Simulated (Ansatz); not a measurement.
# The (100) surface of rock-salt TiC, Nb on all Ti sites of the top plane (bottom of the slab: a bare face, its two planes held)

These are PBE (plane waves to 420 eV, PAW; Ansatz, a quantum-chemistry and plane-wave program) values and carry that method's errors.

Model: 12-atom slab, 10.9 Å thick at the start with caps and adatoms (thin: gaps and levels are the slab's own), 12x12x1 mesh, Fermi-Dirac 0.1 eV, dipole correction, 4 atoms held, the rest relaxed; start symmetry kept, larger cells not searched; no spin, no spin-orbit, no U. In PBE it is, or lies within 0.01 eV a 1x1 cell of, the lowest of the 2 structures of its composition computed so far; subsurface sites and larger cells were not tried.

The work function of the top face is 3.58 eV, the energy released by relaxation comes out as 0.22 eV and the cost comes out as very roughly 2.3 core-minutes.
